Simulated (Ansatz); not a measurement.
Base system: GaSb in the zinc blende structure (space group F-43m, No. 216; a = 6.049 Å). Axes: x, y, z lie along the cube axes.

Level of theory: Ansatz (a program for electronic structure), LDA, PAW, cutoff 420 eV, no spin-orbit coupling.

Before the change:

- Volume per atom: 27.66 Å³

Now apply this change: biaxial strain −0.83 %, plane normal [111], relaxed out of plane (Cartesian); in-plane vectors clamped, the third vector and the atoms free.

Task: What happens to the energy relative to the base, in-plane stress and volume per atom?

Result: The energy grows by 1.5 meV/atom; the mean in-plane stress (compression positive) comes out as +1.1 GPa; the volume per atom decreases by 0.34 Å³ (27.66 Å³ → 27.32 Å³).

No phonon test of stability was made.
